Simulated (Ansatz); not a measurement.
Results of LDA (PAW; Ansatz, a quantum-chemistry and plane-wave program) for La2CuSbS5 (Ima2, No. 46; cell taken from a computed entry).

From the output:

```
Crystal: 18 atoms, lattice volume = 369.736 Å³
Basis set: ecut = 520 eV, 9975 PW (Γ), exchange–correlation on 128×128×128 points (8 copies of the dense FFT grid, shifted against one another)
Bands: 104, of which v1, the nominal top of the filled ones, is band 86 counted from 1 (85 counted from 0)
Symmetry: 4 space group operations
Space group: Ima2 (ITA 46), of the structure as read, at distance tolerance 7.2e-5 Å
k-points: 46 of 216 (time reversal used)
Functional: x = slater, c = lda
SCF iter   1: F=—  HF=-58808.375588 eV  |F-HF|=—  |Δ(HF+E_count)|=         —  Δρ=9.12e-3  dr2=2.60e-1
SCF iter   2: F=—  HF=-58808.341464 eV  |F-HF|=—  |Δ(HF+E_count)|=   3.41e-2  Δρ=6.68e-3  dr2=1.38e-1
  ...
SCF iter   9: F=—  HF=-58808.313555 eV  |F-HF|=—  |Δ(HF+E_count)|=   5.70e-9  Δρ=3.11e-6  dr2=2.95e-8
SCF iter  10: F=-58808.313555 eV  HF=-58808.313555 eV  |F-HF|=7.35e-10  |Δ(HF+E_count)|=   3.67e-9  Δρ=6.44e-7  dr2=1.22e-9
SCF 1 converged in 10 iterations: F = -58808.313555 eV  dr2 = 1.22e-9
SCF converged after 10 iterations
Free energy (F): -58808.313555 eV
Internal energy: -58808.313555 eV  (E = F + TS)
E sigma→0 (E₀):  -58808.313555 eV
Fermi energy:    10.834425 eV
--- Forces (eV/Å), atoms counted from 1 ---
  atom   1  La     0.00000000     0.00000000     0.00271075
  atom   2  La     0.00000000     0.00000000     0.00271075
  atom   3  La     0.00000000    -0.01861018    -0.00858455
  atom   4  La     0.00000000     0.01861018    -0.00858455
  atom   5  Cu     0.00000000     0.00000000     0.02095712
  atom   6  Cu     0.00000000     0.00000000     0.02095712
  atom   7  Sb     0.00000000     0.04470275     0.08765976
  atom   8  Sb     0.00000000    -0.04470275     0.08765976
  atom   9  S     -0.01933471     0.04186679     0.03832528
  atom  10  S      0.01933471    -0.04186679     0.03832528
  atom  11  S      0.01933471     0.04186679     0.03832528
  atom  12  S     -0.01933471    -0.04186679     0.03832528
  atom  13  S      0.06884437     0.06880421    -0.07444204
  atom  14  S     -0.06884437    -0.06880421    -0.07444204
  atom  15  S     -0.06884437     0.06880421    -0.07444204
  atom  16  S      0.06884437    -0.06880421    -0.07444204
  atom  17  S      0.00000000     0.00181999    -0.03051027
  atom  18  S      0.00000000    -0.00181999    -0.03051027
--- Stress (GPa, compression-positive) ---
       -2.198302       0.000000       0.000000
        0.000000      -2.119416       0.000000
        0.000000       0.000000      -2.130989
  P = ⅓ Tr σ = -2.1496 GPa (-21.496 kbar)
```

Q: Write an input file that could have produced this run (the log leaves some choices open).

A: One answer among several that fit: 
Ansatz 0.2 input:
```yaml
crystal:
  lattice:
    - [-6.5590196518, 3.7272369349, 3.7809876355]
    - [6.5590196518, -3.7272369349, 3.7809876355]
    - [6.5590196518, 3.7272369349, -3.7809876355]
  atoms:
    - { symbol: La, position: [0.2806954871, 0.7806954871, 0.5] }
    - { symbol: La, position: [0.2806954871, 0.2806954871, 0.0] }
    - { symbol: La, position: [0.5329179802, 0.9173931753, 0.1155248049] }
    - { symbol: La, position: [0.8018683704, 0.4173931753, 0.8844751951] }
    - { symbol: Cu, position: [0.8129619655, 0.3129619655, 0.5] }
    - { symbol: Cu, position: [0.8129619655, 0.8129619655, 0.0] }
    - { symbol: Sb, position: [0.1649282516, 0.2422651946, 0.422663057] }
    - { symbol: Sb, position: [0.8196021376, 0.7422651946, 0.577336943] }
    - { symbol: S, position: [0.453569273, 0.2141348221, 0.4391240965] }
    - { symbol: S, position: [0.7750107255, 0.0144451765, 0.5608759035] }
    - { symbol: S, position: [0.453569273, 0.5144451765, 0.7394344509] }
    - { symbol: S, position: [0.7750107255, 0.7141348221, 0.2605655491] }
    - { symbol: S, position: [0.78193262, 0.3529533672, 0.2177925452] }
    - { symbol: S, position: [0.1351608221, 0.5641400749, 0.7822074548] }
    - { symbol: S, position: [0.78193262, 0.0641400749, 0.9289792528] }
    - { symbol: S, position: [0.1351608221, 0.8529533672, 0.0710207472] }
    - { symbol: S, position: [0.2968694848, 0.5356907368, 0.261178748] }
    - { symbol: S, position: [0.2745119887, 0.0356907368, 0.738821252] }
basis:
  ecutwfc: 520
  ecutrho_ratio: 4
  xc_grid: 2
kpoints:
  mp_grid: { grid: [6, 6, 6] }
  band_path:
    path:
      - [0.0, 0.0, 0.0]
      - [-0.125, 0.125, 0.125]
      - [-0.25, 0.25, 0.25]
      - [-0.375, 0.375, 0.375]
      - [-0.5, 0.5, 0.5]
      - [-0.415365, 0.415365, 0.584635]
      - [-0.33073, 0.33073, 0.66927]
      - [0.33073, -0.33073, 0.33073]
      - [0.264584, -0.264584, 0.264584]
      - [0.198438, -0.198438, 0.198438]
      - [0.132292, -0.132292, 0.132292]
      - [0.066146, -0.066146, 0.066146]
      - [0.066615, 0.066615, -0.066615]
      - [0.13323, 0.13323, -0.13323]
      - [0.199845, 0.199845, -0.199845]
      - [0.26646, 0.26646, -0.26646]
      - [0.333075, 0.333075, -0.333075]
      - [-0.333075, 0.666925, 0.333075]
      - [-0.416538, 0.583462, 0.416538]
      - [0.0, 0.125, 0.0]
      - [0.0, 0.25, 0.0]
      - [0.0, 0.375, 0.0]
      - [0.0, 0.5, 0.0]
      - [0.083333, 0.416667, 0.083333]
      - [0.166667, 0.333333, 0.166667]
      - [0.25, 0.25, 0.25]
      - [0.5, 0.0, 0.0]
      - [0.4, 0.0, 0.0]
      - [0.3, 0.0, 0.0]
      - [0.2, 0.0, 0.0]
      - [0.1, 0.0, 0.0]
      - [0.0, 0.0, 0.125]
      - [0.0, 0.0, 0.25]
      - [0.0, 0.0, 0.375]
      - [0.0, 0.0, 0.5]
      - [0.083333, 0.083333, 0.416667]
      - [0.166667, 0.166667, 0.333333]
    npoints: 1
hamiltonian:
  xc: lda
  dispersion: none
  pseudopotentials: { kind: paw }
scf:
  occupations: { method: fermi_dirac, width: 0.01 }
  convergence: { dr2_threshold: 0.0000000018 }
output:
  forces: true
  stress: true
  eigenvalues: true
  write_bands: true
```

The PAW data were made under PBE.

Note: cell and atoms aren't relaxed at this level (largest force component 0.09 eV/Å, pressure -2.1 GPa). Note: this cell isn't known to be the ambient phase, and symmetry holds it in the calculation.

Cost on a shared machine: about 12 core-minutes (a rough figure).
